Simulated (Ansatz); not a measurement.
For Te (model structure, started from the diamond type, Fd-3m, No. 227, 2 atoms in the cell), LDA (Ansatz, a quantum-chemistry and plane-wave program, plane waves, PAW) gives:

| Quantity | Value |
|---|---|
| lattice constant a | 7.001 Å |
| bulk modulus B0 | 32.5 GPa |
| cohesive energy | 2.75 eV/atom |

Question: What does r²SCAN (Ansatz, PAW) give for the same quantities?

Answer: 
- lattice constant a: 7.146 Å (goes up by 2.1 %)
- bulk modulus: 28.5 GPa (drops by 12 %)
- cohesive energy: 1.73 eV/atom (decreases by 1.02 eV/atom)

Changes are worked out from the printed values.

Unless a cell is named, each level is at its own relaxed cell (LDA 42.89, r²SCAN 45.62 Å³/atom).

Levels without +SOC leave out spin–orbit coupling, which shifts energies and cells of such heavy elements.

Caveats: the bulk modulus is −V dP/dV from two relaxed cells at ±2 % in volume (LDA, r²SCAN). Ansatz's density-functional and Hartree–Fock values are scalar-relativistic unless marked +SOC, with PAW data made under PBE.

A model structure was made by putting elements into a prototype or built by hand; it is no filed structure, need not be a known phase, and can be a saddle point held by its symmetry.
